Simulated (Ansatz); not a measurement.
# What isotropic strain +3.00 % does to HfN

Take HfN in the rock salt structure (space group Fm-3m, No. 225; a = 4.5018 Å; relaxed with 0.1 eV smearing) as the base.

It is then changed as follows: the cell is scaled by 1.0300 in all directions, atoms relaxed at fixed cell.

Computed with PBEsol in Ansatz (plane waves to 420 eV, PAW, no spin-orbit coupling). Settings: 22×22×22 k-points, 0.1 eV Fermi–Dirac smearing.

The volume per atom increases by 1.06 Å³ to 12.46 Å³ and the space group remains Fm-3m (No. 225). The shortest interatomic distance increases by 6.75 pm (225.1 pm → 231.8 pm) and the energy rises by 74 meV/atom. The band gap stays zero.

Cost of the whole job for the changed cell (relaxation, final SCF and bands): very roughly 18 core-seconds.

No phonon test of stability was made. The final runs are not spin-polarised. An odd electron count without spin: HfN.

Ansatz is a quantum-chemistry and plane-wave program.
